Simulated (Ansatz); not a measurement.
# Defect calculation: O on the N site (broken-bond start) in wurtzite AlN

These are PBE, PAW (plane waves to 420 eV; Ansatz, an electronic-structure program) values and carry that method's errors. A 3×2×2 supercell of 96 sites was used; the energies come from a 2×2×2 shifted sampling of its zone. Sites at the start: the N site; started 0.95 Å off site, one bond broken. Energies of charged states are corrected for periodic images (point charge plus alignment at distant sites). Dielectric constants: PBE linear response of the host. Host gap at this level: 4.03 eV. These values are not converged in cell size to better than tenths of an eV. PBE underestimates the host's gap, which shifts levels and can delocalise carriers. Spin–orbit coupling is left out. Each state is the lowest found from its start.

Formation energies E_f are given with the Fermi level at the valence-band maximum. Chemical conditions: Al-rich (Δμ(N) = -2.74 eV, Δμ(O) = -4.96 eV, bounded by corundum; only phases computed here count, gases as isolated molecules at 0 K); N-rich (Δμ(N) = 0.00 eV, Δμ(O) = -3.14 eV, bounded by corundum; only phases computed here count, gases as isolated molecules at 0 K). Reference phases: N: N2 molecule in a box, O: O2 molecule in a box.

```tsv
charge	moment (μB)	largest move off a lattice site (Å)	image correction with alignment (eV)	E_f, Al-rich (eV)	E_f, N-rich (eV)
+1	not spin-polarised	0.08	0.22	-1.84	-0.93
0*	1.0	0.23	–	–	–
−1†	not spin-polarised	0.89	0.19	–	–
```

* At this level the carrier isn't localised at the defect: at charge 0 electrons occupy the conduction band. Such a state is shallow or no state of the defect, and this cell gives it no level.

† Not settled in this cell, so no level is given: charge −1: level within 0.1 eV of a band edge or past it.

No other site or start that was run ended lower by more than 0.1 eV.

Flagged in the runs: a host whose relaxation on this sampling wasn't shown to rest, a strain field that reaches the edge of the cell.
